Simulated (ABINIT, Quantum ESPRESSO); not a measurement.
A Quantum ESPRESSO input for a self-consistent single point of NaH (Fm-3m, 2 atoms in the cell) (DFT, PBE, plane waves, GBRV 1.5 ultrasoft (PBE) pseudopotentials):

```fortran
&control
 calculation = 'scf'
 prefix = 'NaH'
 outdir = './tmp/'
 pseudo_dir = './'
 tprnfor = .true.
 tstress = .true.
/
&system
 ibrav = 0
 nat = 2
 ntyp = 2
 ecutwfc = 40
 ecutrho = 200
 occupations = 'smearing'
 smearing = 'fd'
 degauss = 0.0036749
/
&electrons
 conv_thr = 1.0e-11
 mixing_beta = 0.3
/
ATOMIC_SPECIES
Na    22.9898  na_pbe_v1.5.uspp.F.UPF
H      1.0080  h_pbe_v1.4.uspp.F.UPF
CELL_PARAMETERS angstrom
   0.0000000000     2.4400000000     2.4400000000
   2.4400000000     0.0000000000     2.4400000000
   2.4400000000     2.4400000000     0.0000000000
ATOMIC_POSITIONS angstrom
Na    0.0000000000    0.0000000000    0.0000000000
H     2.4400000000    2.4400000000    2.4400000000
K_POINTS automatic
6 6 6  0 0 0
```

Task: Translate this input to ABINIT.

Result: One input that does it (others would too):

```
# NaH, PseudoDojo nc-sr-05 PBE standard
pp_dirpath "./"
pseudos "Na.upf, H.upf"
acell 3*1.0
rprim
         0.0000000000    4.6109317441    4.6109317441
         4.6109317441    0.0000000000    4.6109317441
         4.6109317441    4.6109317441    0.0000000000
natom 2
ntypat 2
znucl 11 1
typat 1 2
xred
         0.0000000000    0.0000000000    0.0000000000
         0.5000000000    0.5000000000    0.5000000000
ecut 88 Ry
ixc 11
occopt 3
tsmear 0.00183747
nband 10
kptopt 1
ngkpt 6 6 6
nshiftk 1
shiftk 0 0 0
nstep 80
tolvrs 1.0e-10
prtwf 0
prtden 0
enunit 2
```

Basis settings and potentials, where a program has them, do not carry over. This input uses DFT, PBE, plane waves, norm-conserving pseudopotentials (PseudoDojo nc-sr-05 PBE standard). Both were run: pressure -0.56 GPa in Quantum ESPRESSO and -0.62 in ABINIT; gap on the mesh 3.757 eV in Quantum ESPRESSO and 3.761 in ABINIT.

On Quantum ESPRESSO: the starting cell has typed, rounded lattice constants, without a prior relaxation at this level.

On ABINIT: the starting cell has typed, rounded lattice constants, without a prior relaxation at this level.
